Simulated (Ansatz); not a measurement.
The parent structure is MoS2 in the 2H-MoS2 type structure (space group P6_3/mmc, No. 194; a = 3.1730 Å, c = 12.4366 Å; layered, stacked along the Cartesian z axis).

The values are results of Ansatz (an electronic-structure program) r2SCAN+rVV10, no spin-orbit coupling, not measurements.

One change was made to it. Results:

| quantity | base | after |
|---|---|---|
| hole mass | 0.87 mₑ along c, 0.69 mₑ across (at Γ) | 1.6 mₑ along c, 0.29 mₑ across (at Γ) |
| band gap | 1.01 eV | 0.13 eV |
| volume per atom | 18.07 Å³ | 14.63 Å³ |
| valence-band top at Γ (three highest levels, from the VBM) | 0.00, -1.13, -1.36 eV | 0.00, -0.72, -2.27 eV |

Which change produced these results?
(A) pressure 4.5 GPa
(B) pressure 22.5 GPa
(C) pressure 9 GPa
(D) pressure 0.9 GPa

B, pressure 22.5 GPa. For comparison, the band gap in the other runs: pressure 9 GPa gives 0.54 eV; pressure 0.9 GPa gives 0.93 eV; pressure 4.5 GPa gives 0.72 eV.

Load acts through the strain it causes; cell and atoms are relaxed under it. Masses are band curvatures over ±0.01 Å⁻¹ around the edge. No phonon test of stability was made. No other phases were tried under pressure. The zero or small gap of MoS2 under pressure 22.5 GPa can change with the level of theory.
